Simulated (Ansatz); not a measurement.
The starting structures come from a database of crystals and need not be the phases stable at ambient conditions.

**Evanescent states of Hf3N4 (I-43d, not sure to be the ambient phase, 14 atoms a cell, 10.8 Å³ an atom, -2 GPa at this level) along the normal of (001)**

The numbers are results of r2SCAN (plane waves, PAW; Ansatz, a program for electronic structure), not measurements.

The gap is the functional's own. No spin-orbit coupling. Mid-gap values are interpolated on the energy grid.

Energies count from the valence-band top; κ is the least over a 6×6 mesh across the current.

```tsv
E (eV)	κ (1/Å)	where
0.04	0.047	Γ
0.12	0.081	Γ
0.20	0.103	Γ
0.28	0.121	Γ
0.36	___	Γ
0.44	___	Γ
0.52	___	Γ
0.60	___	Γ
0.68	___	Γ
0.76	___	Γ
0.84	___	Γ
0.92	___	Γ
1.00	___	Γ
1.08	0.156	Γ
1.16	0.135	Γ
1.24	0.109	Γ
1.32	0.072	Γ
```

### Question
Fill in the missing entries.

### Answer

- 0.36, κ (1/Å): 0.137
- 0.44, κ (1/Å): 0.150
- 0.52, κ (1/Å): 0.162
- 0.60, κ (1/Å): 0.173
- 0.68, κ (1/Å): 0.183
- 0.76, κ (1/Å): 0.193
- 0.84, κ (1/Å): 0.201
- 0.92, κ (1/Å): 0.189
- 1.00, κ (1/Å): 0.173
